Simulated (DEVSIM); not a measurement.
Structure: Schottky contact on n-type Si, at 300 K.

Layer 1 from the left is Si, thickness (μm) 1.60, Nd (cm⁻³) 9.8e16, τn (s) 1.8e-7, τp (s) 1.8e-7. Layer 2 from the left is Si, thickness (μm) 13.0, Nd (cm⁻³) 2.1e18, τn (s) 1.8e-7, τp (s) 1.8e-7.

Left contact: Schottky, work function 4.9 eV, emission velocity 1.2e7 cm/s. Right contact: ohmic. Voltage is applied to the left contact. Recombination: SRH at mid-gap, radiative. Gap narrowing is on: ΔEg = 6.92 meV × (l + √(l² + 0.5)), l = ln(N/1.3e17 cm⁻³), shared equally by both band edges. Mobility is μmin + (μ − μmin)/(1 + (N/Nref)^α).

The device is made up for the run: typed textbook-type constants, with dimensions and the other settings drawn at random. Values at 300 K.

Si: gap (eV) 1.124, affinity (eV) 4.05, permittivity 11.7, Nc (cm⁻³) 2.86e19, Nv (cm⁻³) 3.1e19, μn (cm²/Vs) 1417, μp (cm²/Vs) 470, μn,min 52, μp,min 45, Nref,n 9.7e16, Nref,p 2.2e17, αn 0.68, αp 0.72, B (cm³/s) 4.7e-15.

Simulated with DEVSIM: 1D drift-diffusion, Boltzmann statistics, complete ionisation; no tunnelling, impact ionisation, image-force lowering or self-heating. Metal contacts follow the ideal Schottky-Mott rule: no Fermi-level pinning, no interface dipoles.

What does the simulation give for the dark forward voltage at 100 A/cm², the dark forward voltage at 1 A/cm², the potential step across the device at zero bias?

dark forward voltage at 100 A/cm² 0.517 V; dark forward voltage at 1 A/cm² 0.392 V; potential step across the device at zero bias 0.763 V.
